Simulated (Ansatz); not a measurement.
The parent structure is Ag in the fcc (Cu type) structure (space group Fm-3m, No. 225; a = 4.105 Å; relaxed with 0.1 eV smearing). Axes: x, y, z lie along the cube axes.

All numbers come from r2SCAN in Ansatz (plane waves to 500 eV, PAW, spin-orbit coupling left out), earlier PAW set.

It is then changed as follows: uniaxial stress, 2 GPa tension along x, with the cell and atoms free to relax against it.

Task: What happens to the mean lateral Poisson ratio?

Result: The mean lateral Poisson ratio is 0.38.

Load acts through the strain it causes; cell and atoms are relaxed under it. Beyond what the load breaks, stability against distortions was not tested.

Ansatz is an electronic-structure program.
